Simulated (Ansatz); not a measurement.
L1₀ (CuAu-type) FePt was calculated with PBE in Ansatz (plane waves, PAW).

Settings: plane-wave cutoff 520 eV, 24×24×18 k mesh (along the axes of the cell as run), Fermi–Dirac smearing 0.052 eV (set by the program), spin-polarised with parallel moments, scalar-relativistic PAW data made under PBE.

Cell (measured lattice):

```xyz
2
Lattice="2.7268 0.0000 0.0000 0.0000 2.7268 0.0000 0.0000 0.0000 3.7261" Properties=species:S:1:pos:R:3 pbc="T T T"
Fe     0.0000     0.0000     0.0000
Pt     1.3634     1.3634     1.8631
```

Problem. Predict the Young modulus, Voigt–Reuss–Hill bulk modulus, polycrystal shear modulus (Hill average) and Poisson ratio.

Solution. 
- Young modulus = 254 GPa
- Voigt–Reuss–Hill bulk modulus = 213 GPa
- polycrystal shear modulus (Hill average) = 97.7 GPa
- Poisson ratio = 0.301

Note: the cell isn't this level's own, so it is under some stress, which shifts stiffness and frequencies.

Elastic constants are with the ions relaxed.

Spin–orbit coupling is not included.

The computed numbers hold no vibrational or temperature effects.

Ansatz is an electronic-structure program.
